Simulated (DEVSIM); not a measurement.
Device: Al/Si3N4/n-Ge capacitor, at 300 K.

```tsv
layer (left to right)	material	thickness (nm)	Nd (cm⁻³)
1	Si3N4	23.0	-
2	Ge	15000	7.5e14
```

Metal gate on the left, work function 4.1 eV. Fixed charge at the semiconductor interface 1.1e10 cm⁻² (in units of +e); no interface traps.

Constants are typed, rounded textbook-type inputs, not results; the design itself was drawn at random and stands for no fabricated device. Values at 300 K.

```
parameter      Si3N4       Ge
-------------  -----  -------
gap (eV)         5.1    0.664
affinity (eV)    2.1        4
permittivity     7.5       16
Nc (cm⁻³)          -  1.04e19
Nv (cm⁻³)          -     6e18
```

Simulated with DEVSIM: 1D Poisson equation in equilibrium, Boltzmann statistics, complete ionisation; no quantum confinement or tunnelling. Metal contacts follow the ideal Schottky-Mott rule: no Fermi-level pinning, no interface dipoles.

Task: Tabulate band edges, carrier densities and field at -0.35 V on the gate.

Result: Energies count from the Fermi level of the right contact; mesh points crowd at the junctions.

```
x (μm)    Ec (eV)  Ev (eV)  n (cm⁻³)  p (cm⁻³)  field (V/cm)
--------  -------  -------  --------  --------  ------------
0.000       2.350   -2.750     < 1e2     < 1e2        -14000
0.001834    2.348   -2.752     < 1e2     < 1e2        -14000
0.006265    2.341   -2.759     < 1e2     < 1e2        -14000
0.01514     2.329   -2.771     < 1e2     < 1e2        -14000
0.02150     2.320   -2.780     < 1e2     < 1e2        -14000
0.02312     0.418   -0.246    9.8e11    4.5e14         -5200
0.02527     0.417   -0.247    1.0e12    4.3e14         -5200
0.03471     0.412   -0.252    1.2e12    3.5e14         -5100
0.05625     0.402   -0.262    1.9e12    2.3e14         -4800
0.1169      0.374   -0.290    5.4e12    8.1e13         -4200
0.2760      0.318   -0.346    4.7e13    9.3e12         -2800
0.9752      0.249   -0.415    6.9e14    6.3e11          -120
2.570       0.247   -0.417    7.5e14    5.8e11           ≈ 0
6.831       0.247   -0.417    7.5e14    5.8e11           ≈ 0
12.81       0.247   -0.417    7.5e14    5.8e11           ≈ 0
14.20       0.247   -0.417    7.5e14    5.8e11           ≈ 0
14.71       0.247   -0.417    7.5e14    5.8e11           ≈ 0
14.91       0.247   -0.417    7.5e14    5.8e11           ≈ 0
14.99       0.247   -0.417    7.5e14    5.8e11           ≈ 0
15.01       0.247   -0.417    7.5e14    5.8e11           ≈ 0
15.02       0.247   -0.417    7.5e14    5.8e11           ≈ 0
15.02       0.247   -0.417    7.5e14    5.8e11           ≈ 0
```
